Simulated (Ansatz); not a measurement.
The reference is Cu₃N (space group Pm-3m, No. 221).

```
CELL_PARAMETERS angstrom
      3.82697     0.00000     0.00000
      0.00000     3.82697     0.00000
      0.00000     0.00000     3.82697
ATOMIC_POSITIONS crystal
  N  0.00000 0.00000 0.00000
  Cu 0.50000 0.00000 0.00000
  Cu 0.00000 0.00000 0.50000
  Cu 0.00000 0.50000 0.00000
```

Cartesian axes are those of the cell as printed.

Calculations: PBE, PAW, 420 eV (Ansatz, a quantum-chemistry and plane-wave program; scalar-relativistic without spin-orbit coupling).

Before the change:

The pressure is -0.01 GPa. The valley order comes out as M along ⟨110⟩ 0.22 eV; Γ 0.97 eV; X along ⟨100⟩ 1.52 eV.

One thing is altered: tensile biaxial strain of 1.18 % in the plane normal to [001], as in epitaxy on a mismatched substrate; the out-of-plane cell vector and the atoms relax.

**Question.** How does this affect the out-of-plane strain?

**Answer.** The out-of-plane strain amounts to -0.53 %.

**Question.** Estimate the effect on the pressure.

**Answer.** The pressure (mean of the normal stresses, compression positive) decreases by 1.96 GPa (-0.01 GPa → -1.97 GPa).

**Question.** How does this affect the valley order?

**Answer.** The valley order (the lowest conduction-band minima on the path, energy above the VBM, named in the base's zone) goes from M along ⟨110⟩ 0.22 eV; Γ 0.97 eV; X along ⟨100⟩ 1.52 eV to M along [110] 0.27 eV; M along [011] 0.28 eV; Γ 0.92 eV; X along [001] 1.41 eV.

The levels and masses belong to the bands next to the band gap. No phonon test of stability was made. The final runs are not spin-polarised.
